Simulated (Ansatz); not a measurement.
TiAl₃ (I4/mmm, No. 139), treated with r²SCAN+rVV10 (Ansatz, a program for electronic structure, plane waves, PAW).

Settings: plane-wave cutoff 560 eV, 20×20×20 k mesh, Fermi–Dirac smearing 0.05 eV, no spin polarisation, scalar-relativistic PAW data made under PBE.

Shape and atoms are relaxed at each volume.

Pressure at four volumes; x = ln(V/15.582 Å³). One pressure is withheld.

```tsv
V (Å³/atom)	x	P (GPa)
14.959	-0.0408	?
15.270	-0.0202	2.45
15.582	0.0000	-0.01
16.205	0.0392	-4.23
```

Problem. Pass a parabola P(x) through the three rows shown, estimate the bulk modulus and its pressure derivative near zero pressure, and predict the withheld pressure.

Solution. Slopes between the rows: (-0.01 − (2.45))/(0.0000 − (-0.0202)) = -121.78 and (-4.23 − (-0.01))/(0.0392 − (0.0000)) = -107.65 GPa. Their difference over the span 0.0594 is c = 14.13/0.0594 = 237.9 GPa, so P(x) = 2.45 + (-121.78)(x − (-0.0202)) + 237.9 (x − (-0.0202))(x − (0.0000)). At the middle row B = −dP/dx = −[-121.78 + 237.9 × 0.0202] = 117.0 GPa, and B′ = dB/dP = 2c/B = 4.1. At x = -0.0408 the parabola gives 5.16 GPa; the run gives 5.15 GPa. The Birch–Murnaghan fit to the energies at all volumes has B0 = 117 GPa and B′ = 4.0.

Note: the bulk modulus comes from volumes at which shape and atoms were relaxed.
